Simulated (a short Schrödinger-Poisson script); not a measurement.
Solved with a short Schrödinger-Poisson script written for these runs: 1D Poisson equation in equilibrium, electrons quantum, Hartree (BenDaniel-Duke, 12 states a valley, the channel's in-plane mass for all, wave functions free to enter the dielectric), parabolic valleys, classical holes, full ionisation, no traps, pinning or gate leakage.

Structure: MOS inversion layer, SiO2 on p-type Si(110), at 300 K.

From the gate side: 3.1 nm SiO2; 1300 nm Si, acceptors 1.1e17 cm⁻³.

The device is made up for the run: typed textbook-type constants, with dimensions and the other settings drawn at random. SiO2: permittivity 3.9, conduction-band edge (eV) 3.15, gap (eV) 9, electron mass (mₑ) 0.5. Si: permittivity 11.7, conduction-band edge (eV) 0, gap (eV) 1.124, Nv at 300 K (cm⁻³) 3.1e19.

Channel valleys (confinement mass, in-plane density-of-states mass, number): Δ4 0.315, 0.324, 4; Δ2 0.19, 0.417, 2. At the gate the conduction-band edge of layer 1 lies 3.66 eV − eVg above the Fermi level of the channel; the field vanishes at the back. Gaps are held at their typed values at every temperature. Mesh 0.03 nm at interfaces.

Task: Give the sheet density of all electrons at Vg = 0.9 V (cm⁻²); the capacitance at Vg = 2.1 V (μF/cm²); the gate voltage at 1e11 electrons/cm² (V).

Result: sheet density of all electrons at Vg = 0.9 V (cm⁻²): 1.29e12; capacitance at Vg = 2.1 V (μF/cm²): 0.982; gate voltage at 1e11 electrons/cm² (V): 0.63.
